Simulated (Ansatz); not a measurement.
Start from HgSe in the zinc blende structure (space group F-43m, No. 216).

```
CELL_PARAMETERS angstrom
      0.00000     3.06639     3.06639
      3.06639     0.00000     3.06639
      3.06639     3.06639     0.00000
ATOMIC_POSITIONS crystal
  Hg 0.00000 0.00000 0.00000
  Se 0.25000 0.25000 0.25000
```

Cartesian axes are those of the cell as printed.

Computed with Ansatz (a program for electronic structure) PBEsol, no spin-orbit coupling.

Strains are applied to the cell and any free atomic positions relax.

One change was made to it. Results:

| quantity | base | after |
|---|---|---|
| pressure (mean of the normal stresses, compression positive) | 0.0 GPa | 1.7 GPa |
| energy relative to the base (free energy F) | 0 meV/atom | +5.2 meV/atom |

Q: What was done to the base?
A) uniaxial strain ε_zz = +1.50 %
B) uniaxial strain ε_zz = +0.50 %
C) uniaxial strain ε_zz = −2.00 %
D) uniaxial strain ε_zz = +2.00 %
E) uniaxial strain ε_zz = −3.00 %

A: E, uniaxial strain ε_zz = −3.00 %. For comparison, the energy relative to the base in the other runs: uniaxial strain ε_zz = +2.00 % gives +2.1 meV/atom; uniaxial strain ε_zz = −2.00 % gives +2.3 meV/atom; uniaxial strain ε_zz = +0.50 % gives +0.1 meV/atom; uniaxial strain ε_zz = +1.50 % gives +1.2 meV/atom.

The mesh was chosen for an insulator and is coarse for the gapless case. No phonon test of stability was made. The final runs are not spin-polarised.
